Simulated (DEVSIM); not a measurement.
System: CdS/CdTe n-p heterojunction, at 350 K.

```tsv
layer (left to right)	material	thickness (μm)	Nd (cm⁻³)	Na (cm⁻³)	τn (s)	τp (s)
1	CdS	0.280	3.2e17	-	1.3e-9	1.3e-9
2	CdTe	0.490	-	1.8e18	1.3e-9	1.3e-9
```

Left contact: ohmic. Right contact: ohmic. Voltage is applied to the left contact. Recombination: SRH at mid-gap. Mobility is constant in doping.

Constants are typed, rounded textbook-type inputs, not results; the design itself was drawn at random and stands for no fabricated device. Values at 300 K; Nc and Nv go as T^1.5, mobilities as T to minus their exponent, the gap by Varshni's rule with the affinity fixed.

| parameter | CdS | CdTe |
|---|---|---|
| gap (eV) | 2.4 | 1.5 |
| affinity (eV) | 4.3 | 4.28 |
| permittivity | 9 | 10.2 |
| Nc (cm⁻³) | 2.2e18 | 8e17 |
| Nv (cm⁻³) | 1.8e19 | 1.8e19 |
| μn (cm²/Vs) | 300 | 1000 |
| μp (cm²/Vs) | 25 | 80 |
| T exponent of μn | 1.5 | 1.7 |
| T exponent of μp | 1.5 | 1.5 |
| Varshni α (eV/K) | 0.00039 | 0.00031 |
| Varshni β (K) | 103 | 108 |

Model (solved in DEVSIM): 1D drift-diffusion, Boltzmann statistics, complete ionisation; no tunnelling, impact ionisation, image-force lowering or self-heating. Band offsets follow the typed affinities; no thermionic-emission limit at abrupt steps, no polarisation charge.

The temperature was swept, all else fixed.

| temperature (K) | largest field in the device at zero bias (V/cm) | potential step across the device at zero bias (V) | dark forward voltage at 100 A/cm² (V) | dark forward voltage at 1 A/cm² (V) |
|---|---|---|---|---|
| 250 | 390000 | 1.415 | 1.333 | 1.233 |
| 300 | 380000 | 1.371 | 1.272 | 1.152 |
| 350 | 370000 | 1.324 | 1.208 | 1.069 |
| 400 | 370000 | 1.275 | 1.143 | 0.984 |
| 450 | 360000 | 1.225 | … | … |
| 500 | 350000 | 1.173 | 1.009 | 0.810 |

Task: Complete the blanks.

Result: 
- 450, dark forward voltage at 100 A/cm² (V): 1.077
- 450, dark forward voltage at 1 A/cm² (V): 0.898
